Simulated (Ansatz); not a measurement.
## Effect of pressure 7.5 GPa on GaN

Consider GaN in the zinc blende structure (space group F-43m, No. 216; a = 4.5488 Å).

One thing is altered: cell and atoms relaxed at a pressure of 7.5 GPa.

Method: PBE (Ansatz, a program for electronic structure, PAW, scalar-relativistic without spin-orbit coupling), earlier PAW set. Γ-centred 12×12×12 mesh, Fermi–Dirac width 0.05 eV.

```tsv
quantity	base	changed	shift
volume per atom	11.77 Å³	11.31 Å³	-0.46 Å³
density	5.91 g/cm³	6.15 g/cm³	+0.24 g/cm³
lattice parameter a	4.549 Å	4.489 Å	-0.060 Å
enthalpy H = E + PV relative to the base's energy	–	+0.54 eV/atom	–
band gap	1.54 eV	1.80 eV	+0.26 eV
gap character	direct at Γ	direct at Γ	–
mean gap deformation potential ΔEg/Δln V	–	-6.4 eV	–
width of the top valence band	3.50 eV	3.69 eV	+0.19 eV
electron mass	0.14 mₑ (at Γ)	0.16 mₑ (at Γ)	–
hole mass (degenerate bands, along [100])	0.15, 0.90, 0.90 mₑ (at Γ)	0.17, 0.87, 0.87 mₑ (at Γ)	–
```

Load acts through the strain it causes; cell and atoms are relaxed under it. Masses are band curvatures over ±0.01 Å⁻¹ around the edge. Stability against distortions was not tested. Tetrahedral semiconductors of this kind turn to denser phases somewhere between about 1 and 50 GPa; those were not computed, so compressed cells here can lie past the real transition. This is not the structure that GaN has at room temperature and ambient pressure.
